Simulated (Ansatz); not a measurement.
Amorphous Ta16O40Cu, 57 atoms at 7.43 g/cm³, one PBE-relaxed geometry, zone centre. Methods: PBE, scalar-relativistic without spin-orbit coupling (Ansatz, a program for electronic structure); r2SCAN, scalar-relativistic without spin-orbit coupling (Ansatz); HSE06, scalar-relativistic without spin-orbit coupling (Ansatz). Plane waves to 420 eV (r2SCAN 500 eV); exact exchange is cut at the cell's faces. In the spin-polarised cell the level spacing at the Fermi energy can part levels of unlike spin.

Preparation: random packing, a CHGNet melt and quench, and a DFT relaxation. O atoms were pushed apart under 1.9 Å during the dynamics, to hinder bonds among them. The hot cell started wider than the set density and was brought back towards it in steps. It is the lowest in DFT energy of 2 quenches. It is a model cell: composition and starting density were chosen by hand, and all elements were melted together. No dispersion term was used. Its density started from a set value of 7.43 and ended at 7.43 g/cm³. The simulated quench (nominally 300 K/ps over its main leg) is rapid and tends to freeze in more defects than a deposited or slowly cooled glass has. A cell of this size samples the disorder only roughly. The volume was held where the preparation left it, at a PBE pressure of 4.0 GPa. Stress components on the final sampling reach 4.3 GPa. On a 2×2×2 Γ-centred mesh force components of up to 0.17 eV/Å stay, since the relaxation ran on the zone centre alone.

The relaxation ran on the zone centre alone. At PBE the level spacing at the Fermi energy is 0.39 eV on a 2×2×2 Γ-centred mesh, and the spacing at the zone centre alone 0.46 eV.

Task: What zone-centre spacing does r2SCAN give, roughly?

Result: 0.75 eV (+0.29 eV against PBE).

Task: What zone-centre spacing does HSE06 give, roughly?

Result: 1.37 eV (+0.91 eV against PBE).

The highest filled and the lowest empty state spread over these numbers of atoms (participation numbers): PBE: 8.5 and 10.8; r2SCAN: 7.6 and 11.5; HSE06: 6.9 and 12.1.
